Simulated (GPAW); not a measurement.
Troubleshooting GPAW: a failed run on ScCo2 (Fd-3m, 6 atoms in the cell). The aim is a self-consistent single point with DFT LDA (Perdew-Wang 92), plane waves, GPAW PAW datasets LDA (gpaw-data 1.0.1).

Cell that was meant: a = 4.8757 Å, b = 4.8757 Å, c = 4.8757 Å, α = 60.00°, β = 60.00°, γ = 60.00°.

Part of the input:

```python
            xc='LDA',
            kpts=(5, 5, 5),
            occupations={'name': 'fermi-dirac', 'width': 0.1},
            nbands=27,
            convergence={'forces': 0.001},
            symmetry={'symmorphic': False, 'tolerance': 0.0005},
            maxiter=100)
```

Output, abridged:

```
Input parameters:
  convergence: {forces: 0.001}
  kpts: [5 5 5]
  maxiter: 100
  mode: {ecut: 800,
         name: pw}
  nbands: 27
  occupations: {name: fermi-dirac,
                width: 0.1}
  spinpol: True
  symmetry: {symmorphic: False,
             tolerance: 0.0005}

species:
  Sc:
    name: Scandium
    Z: 21.0
    valence: 11
    core: 10
    charge: 0.0
    file: Sc.LDA.gz

    # Using partial waves for Sc as LCAO basis

  Co:
    name: Cobalt
    Z: 27.0
    valence: 9
    core: 18
    charge: 0.0
    file: Co.LDA.gz

    # Using partial waves for Co as LCAO basis

Reference energy: -192836.323241  # eV

Spin-polarized calculation.
Initial magnetic moment: 14.000000

Traceback (most recent call last):
   [... frames left out ...]
ValueError: Too few bands!  Electrons: 58.000000, bands: 27
```

From the messages shown, name the fault and mend the input.

The fault is too few bands; here the program stops on it instead of giving results. To fix it, raise the band count or leave it to the default. The program stopped before any SCF iteration.

The sound input it was made from differs as follows (other fixes are possible):
```diff
-            nbands=27,
+            nbands=-14,
```

With that input, the run converged in 50 iterations: free energy E − TS (from the program's reference atoms) -50.5409 eV; Fermi level (on the code's own zero) 8.79 eV; pressure -13.30 GPa; size of the cell's spin moment 2.70 μB; site moments (μB, in the program's spheres or projections) Sc -0.14, Sc -0.14, Co 0.81, Co 0.81, Co 0.81, Co 0.81 (DFT LDA (Perdew-Wang 92), plane waves, GPAW PAW datasets LDA (gpaw-data 1.0.1)).

On the sound input: the starting cell comes from a database of computed structures (which also holds hypothetical and non-ambient phases and stackings), without a prior relaxation at this level. The magnetic order is the one reached from the typed start; others were not searched systematically. With a pressure of about -13 GPa the cell is away from its equilibrium volume at this level.
